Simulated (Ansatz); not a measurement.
## B (model structure, started from the C4 type, I4₁32, No. 214, 4 atoms in the cell): properties by level of theory

| level (code) | equilibrium lattice constant a (Å) | cohesive energy (eV/atom) |
|---|---|---|
| LDA (Ansatz) | 4.593 | 6.32 |
| PBE (Ansatz) | 4.653 | (withheld) |
| PBE-D3(BJ) (Ansatz) | 4.627 | 5.71 |
| r²SCAN (Ansatz) | (withheld) | 5.55 |

Problem. Fill in the missing entries.

Solution. 
- PBE (Ansatz, a program for electronic structure), cohesive energy (eV/atom): 5.58
- r²SCAN (Ansatz), equilibrium lattice constant a (Å): 4.639

Ansatz's density-functional and Hartree–Fock values are scalar-relativistic unless marked +SOC, with PAW data made under PBE.

Free atoms are spin-polarised, in the lowest state found; at levels without +SOC their spin–orbit coupling is left out.

Static lattice: no zero-point or thermal effects.

A model structure was made by putting elements into a prototype or built by hand; it is no filed structure, need not be a known phase, and can be a saddle point held by its symmetry.
